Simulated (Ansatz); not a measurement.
Al_C in 4H silicon carbide (start: the C(h) site; 96-site cell, 2×2×2 shifted sampling). These are PBE, PAW (plane waves to 420 eV; Ansatz, a program for electronic structure) values and carry that method's errors. Total energies of the localised charge states, counted from that of charge +1, and their image corrections (point charge with alignment); the host's valence-band maximum lies at 9.362 eV on the cells' energy zero and its gap is 2.23 eV.

```json
[
 {"charge": "+1", "moment (μB)": "2.0", "E − E(first) (eV)": "0.000", "correction (eV)": "0.239"},
 {"charge": "0", "moment (μB)": "1.0", "E − E(first) (eV)": "10.404", "correction (eV)": "0.000"},
 {"charge": "−1", "moment (μB)": "not spin-polarised", "E − E(first) (eV)": "21.049", "correction (eV)": "0.095"}
]
```

Derive the transition levels above the valence-band maximum and say which of them are thermodynamic.

A level is the Fermi energy at which two charges have equal formation energy: ε(q/q′) = [E(q′) + corr(q′) − E(q) − corr(q)] / (q − q′) − E_VBM.
ε(+1/0) = [(10.404 + 0.000) − (0.000 + 0.239)] / 1 − 9.362 = 0.80 eV
ε(0/−1) = [(21.049 + 0.095) − (10.404 + 0.000)] / 1 − 9.362 = 1.38 eV
Thermodynamic levels at least 0.1 eV inside the gap: (+1/0) at 0.80 eV; (0/−1) at 1.38 eV. They hold to tenths of an eV in this cell. Only the charges listed were compared. Flagged in the runs: a host whose relaxation on this sampling wasn't shown to rest, a strain field that reaches the edge of the cell.
